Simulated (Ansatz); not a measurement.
The structure below was relaxed with Kohn–Sham DFT with the PBE functional, run in Ansatz (an electronic-structure program) with PAW and 420 eV plane waves, no spin-orbit coupling.

```
CELL_PARAMETERS angstrom
      5.85485     0.00000     0.00000
     -2.92743     5.07045     0.00000
      0.00000     0.00000     5.24845
ATOMIC_POSITIONS crystal
  Y  0.00000 0.00000 0.00000
  Sc 0.66667 0.33333 0.00000
  Sc 0.33333 0.66667 0.00000
  Sc 0.34232 0.00000 0.50000
  Sc 0.00000 0.34232 0.50000
  Sc 0.65768 0.65768 0.50000
```

Find the space group and the Wyckoff positions.

Space group P-62m (No. 189); a = b = 5.855 Å, c = 5.248 Å, α = β = 90.00°, γ = 120.00°

```
atom  site  symmetry       x       y       z
----  ----  --------  ------  ------  ------
Y       1a      -62m  0.0000  0.0000  0.0000
Sc      2c      -6..  0.3333  0.6667  0.0000
Sc      3g       m2m  0.6577  0.6577  0.5000
```

Describe the coordination.

The crystal has 6 atoms in its conventional cell. Conventional cell: a = b = 5.855 Å, c = 5.248 Å, α = β = 90.00°, γ = 120.00°. Y sees 12 Sc at 3.302–3.380 Å (anticuboctahedral). Sc1 is coordinated by 9 Sc at 3.255–3.380 Å and 3 Y at 3.380 Å (anticuboctahedral). Sc2 is coordinated by 10 Sc at 3.255–3.471 Å and 2 Y at 3.302 Å (anticuboctahedral). (Neighbours: up to the widest gap in distance over summed covalent radii, below 1.35, at either atom.)

Each cell is one ordered arrangement of few atoms, which overstates ordering effects compared with a random alloy. Whether these cells are dynamically stable was not tested. All final runs are without spin polarisation. The cell was made from Y by this change: x(Sc) = 0.833, 6 atoms, P-62m. YSc5 has a high density of states at the Fermi level and may be magnetic at this level.
